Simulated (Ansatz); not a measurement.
**Effect of C → Sn on TaC**

The reference is TaC in the rock salt structure (space group Fm-3m, No. 225; a = 4.476 Å).

One thing is altered: every C is replaced by Sn, then cell and atoms are relaxed.

Level of theory: Kohn–Sham DFT with the PBE functional, run in Ansatz (an electronic-structure program) with PAW and 420 eV plane waves, spin-orbit coupling left out, earlier PAW set. k-mesh 14×14×14 (Γ-centred); smearing 0.05 eV (Fermi–Dirac), for the changed cell.

```csv
quantity,base,changed,shift
volume per atom,11.21 Å³,22.51 Å³,+11.30 Å³
density,14.29 g/cm³,11.05 g/cm³,-3.24 g/cm³
lattice parameter a,4.476 Å,5.647 Å,+1.171 Å
space group,Fm-3m (No. 225),Fm-3m (No. 225),–
band gap,zero,zero,–
```

Cost of the whole job for the changed cell (relaxation, final SCF and bands): around 40 core-seconds (rough).

Stability against distortions was not tested. As relaxed here, TaSn is a hypothetical phase, not in the database extracts checked. The final runs are not spin-polarised. An odd electron count without spin: TaSn and TaC. TaSn has a high density of states at the Fermi level and may be magnetic at this level.
